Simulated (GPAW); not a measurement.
## A self-consistent single point of Ti₂H₄Pd (I4/mmm, 7 atoms in the cell) with GPAW

Computed with LDA (Perdew-Wang 92), GPAW PAW datasets LDA (gpaw-data 1.0.1) (plane waves; GPAW).

Input as run:

```python
from ase import Atoms
from ase.units import GPa
from gpaw import GPAW

atoms = Atoms(['Ti', 'Ti', 'H', 'H', 'H', 'H', 'Pd'],
              cell=[[-1.469445, 1.469445, 6.609015],
                    [1.469445, -1.469445, 6.609015],
                    [1.469445, 1.469445, -6.609015]],
              positions=[[0.000000, -0.000000, 4.568151],
                         [-0.000000, 0.000000, 8.649879],
                         [-0.000000, 0.000000, 11.469549],
                         [-0.000000, 0.000000, 1.748481],
                         [0.000000, 1.469445, 3.304508],
                         [1.469445, 0.000000, 3.304508],
                         [0.000000, 0.000000, 0.000000]],
              pbc=True)

calc = GPAW(mode={'name': 'pw', 'ecut': 800},
            xc='LDA',
            kpts={'size': (10, 10, 10), 'gamma': True},
            occupations={'name': 'methfessel-paxton', 'width': 0.05, 'order': 0},
            nbands=-15,
            convergence={'forces': 0.001},
            symmetry={'symmorphic': False, 'tolerance': 0.0005},
            maxiter=120,
            txt='-')

atoms.calc = calc

energy = atoms.get_potential_energy()
print('Energy (eV):', round(energy, 6))
forces = atoms.get_forces()
print('Forces (eV/Ang):')
print(forces.round(5))
stress = atoms.get_stress()
print('Stress (GPa, Voigt):', (stress / GPa).round(4))
```

The program printed (abridged):

```
Input parameters:
  convergence: {forces: 0.001}
  kpts: {gamma: True,
         size: (10, 10, 10)}
  maxiter: 120
  mode: {ecut: 800,
         name: pw}
  nbands: -15
  occupations: {name: methfessel-paxton,
                order: 0,
                width: 0.05}
  symmetry: {symmorphic: False,
             tolerance: 0.0005}

species:
  Ti:
    name: Titanium
    Z: 22.0
    valence: 12
    core: 10
    charge: 0.0
    file: Ti.LDA.gz

    # Using partial waves for Ti as LCAO basis

  H:
    name: Hydrogen
    Z: 1.0
    valence: 1
    core: 0
    charge: 0.0
    file: H.LDA.gz

    # Using partial waves for H as LCAO basis

  Pd:
    name: Palladium
    Z: 46.0
    valence: 16
    core: 30
    charge: 0.0
    file: Pd.LDA.gz

    # Using partial waves for Pd as LCAO basis

Reference energy: -183494.492049  # eV

Spin-paired calculation

Convergence criteria:
 Maximum [total energy] change in last 3 cyles: 0.0005 eV / valence electron
 Maximum integral of absolute [dens]ity change: 0.0001 electrons / valence electron
 Maximum integral of absolute [eigenst]ate change: 4e-08 eV^2 / valence electron
 Maximum change in the atomic [forces] across last 2 cycles: 0.001 eV/Ang OR
Maximum error relative to the maximum force is below inf
 Maximum number of scf [iter]ations: 120

Symmetries present (total): 16
Symmetries with fractional translations: 0
1000 k-points: 10 x 10 x 10 Monkhorst-Pack grid + [1/20,1/20,1/20]
102 k-points in the irreducible part of the Brillouin zone
       k-points in crystal coordinates                weights
   0:     0.00000000    0.00000000    0.00000000          1/1000
   1:     0.10000000   -0.10000000    0.00000000          4/1000
   2:     0.10000000   -0.10000000    0.10000000          4/1000
   [... 7 lines left out ...]
          ...
 101:     0.50000000    0.50000000    0.50000000          1/1000

Wave functions: Plane wave expansion
  Cutoff energy: 800.000 eV
  Number of coefficients (min, max): 2911, 2960
  Pulay-stress correction: 0.000000 eV/Ang^3 (de/decut=0.000000)

Occupation numbers: Methfessel-Paxton:
  width: 0.0500  # eV
  order: 0

Eigensolver

Densities:
  Coarse grid: 48*48*48 grid
  Fine grid: 96*96*96 grid
  Total Charge: 0.000000

Density mixing:
  Method: separate
  Backend: pulay
  Linear mixing parameter: 0.05
  old densities: 5
  Damping of long wavelength oscillations: 50

Hamiltonian:
  XC and Coulomb potentials evaluated on a 96*96*96 grid
  External potential:
    NoExternalPotential

Number of atoms: 7
Number of atomic orbitals: 42
Number of bands in calculation: 37
Number of valence electrons: 44
Bands to converge: occupied

Density initialized from atomic densities
  37 bands from LCAO basis set

Atomic positions and initial magnetic moments

Positions:
   0 Ti     0.000000   -0.000000    4.568151    ( 0.0000,  0.0000,  0.0000)
   1 Ti    -0.000000    0.000000    8.649879    ( 0.0000,  0.0000,  0.0000)
   2 H     -0.000000    0.000000   11.469549    ( 0.0000,  0.0000,  0.0000)
   3 H     -0.000000    0.000000    1.748481    ( 0.0000,  0.0000,  0.0000)
   4 H      0.000000    1.469445    3.304508    ( 0.0000,  0.0000,  0.0000)
   5 H      1.469445    0.000000    3.304508    ( 0.0000,  0.0000,  0.0000)
   6 Pd     0.000000    0.000000    0.000000    ( 0.0000,  0.0000,  0.0000)

Unit cell:
           periodic     x           y           z      points  spacing
  1. axis:    yes   -1.469445    1.469445    6.609015    48     0.0598
  2. axis:    yes    1.469445   -1.469445    6.609015    48     0.0598
  3. axis:    yes    1.469445    1.469445   -6.609015    48     0.0433

  Lengths:   6.928031   6.928031   6.928031
  Angles:  155.508946 155.508946  34.909999

Effective grid spacing dv^(1/3) = 0.0802

     iter     time        total  log10-change:
                         energy   eigst   dens  force
iter:   1 --:--:--   -48.385163
iter:   2 --:--:--   -39.565914   -0.71  -0.95
iter:   3 --:--:--   -39.015226   -1.84  -1.22
iter:   4 --:--:--   -37.792381   -0.67  -1.27
iter:   5 --:--:--   -37.691306   -1.99  -1.77
iter:   6 --:--:--   -37.617968   -2.12  -1.83
iter:   7 --:--:--   -37.496822   -2.52  -1.98
iter:   8 --:--:--   -37.467688   -2.76  -2.36
iter:   9 --:--:--   -37.468597   -3.72  -2.78
iter:  10 --:--:--   -37.467102c  -3.84  -2.78
iter:  11 --:--:--   -37.467163c  -4.96  -3.17
iter:  12 --:--:--   -37.467096c  -4.67  -3.22
iter:  13 --:--:--   -37.467068c  -5.20  -3.61
iter:  14 --:--:--   -37.467063c  -6.59  -3.74
iter:  15 --:--:--   -37.467055c  -5.83  -3.76
iter:  16 --:--:--   -37.467051c  -6.61  -4.25c
iter:  17 --:--:--   -37.467050c  -7.36  -4.44c
iter:  18 --:--:--   -37.467050c  -8.08c -4.55c
iter:  19 --:--:--   -37.467050c  -8.49c -4.62c -3.60c

Converged after 19 iterations.

Dipole moment: (-0.000000, -0.000000, 0.000001) |e|*Ang

Energy contributions relative to reference atoms: (reference = -183494.492049)

Kinetic:        +16.418468
Potential:      -22.666115
External:        +0.000000
XC:             -31.021562
Entropy (-ST):   -0.003487
Local:           -0.196098
SIC:             +0.000000
--------------------------
Free energy:    -37.468794
Extrapolated:   -37.467050

Showing only first 2 kpts
 Kpt  Band  Eigenvalues  Occupancy
  0    20      7.76362    2.00000
  0    21      8.41246    2.00000
  0    22      9.11474    0.00000
  0    23      9.59256    0.00000

  1    20      7.94665    2.00000
  1    21      8.53689    2.00000
  1    22      8.55861    2.00000
  1    23      9.35691    0.00000

Fermi level: 8.73538

No gap
No difference between direct/indirect transitions
Energy (eV): -37.46705

Forces in eV/Ang:
  0 Ti    0.00000    0.00000    0.11267
  1 Ti    0.00000    0.00000   -0.11267
  2 H     0.00000    0.00000    0.19824
  3 H     0.00000    0.00000   -0.19824
  4 H     0.00000    0.00000    0.00000
  5 H     0.00000    0.00000    0.00000
  6 Pd   -0.00000    0.00000   -0.00000

Stress tensor:
     0.055685     0.000000     0.000000
     0.000000     0.055685     0.000000
     0.000000     0.000000     0.063646
Stress (GPa, Voigt): [ 8.9217  8.9217 10.1972  0.      0.      0.    ]
```

The run converged in 19 iterations. GPAW prints stress with tension positive.

The starting cell comes from a database of computed structures (which also holds hypothetical and non-ambient phases and stackings), without a prior relaxation at this level. Spin polarisation is off. With a pressure of about -9 GPa the cell is away from its equilibrium volume at this level.

Cost on one core of a shared machine: roughly 20 min.
